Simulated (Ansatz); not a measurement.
**HfIr3: response to strain**

Start from HfIr$_{3}$ in the Cu3Au type structure (space group Pm-3m, No. 221; a = 3.924 Å; relaxed with 0.1 eV smearing). Axes: x, y, z lie along the cube axes.

Strains are applied to the cell and any free atomic positions relax; under biaxial strain the out-of-plane vector relaxes too.

Calculations: Ansatz (a quantum-chemistry and plane-wave program) PBEsol, no SOC.

Notes on the quantities. in-plane stress: mean in-plane stress (compression positive); energy relative to the base: free energy F.

| variant | in-plane stress | energy relative to the base |
|---|---|---|
| base | – | 0 meV/atom |
| biaxial strain +0.70 %, plane normal [001], relaxed out of plane | -3.0 GPa | +2.0 meV/atom |
| biaxial strain +1.58 %, plane normal [110], relaxed out of plane | -9.4 GPa | +14 meV/atom |
| biaxial strain +3.57 %, plane normal [110], relaxed out of plane | -19.3 GPa | +70 meV/atom |
| uniaxial strain ε_zz = −1.30 % | – | +3.7 meV/atom |

Whether these cells are dynamically stable was not tested. All final runs are without spin polarisation.
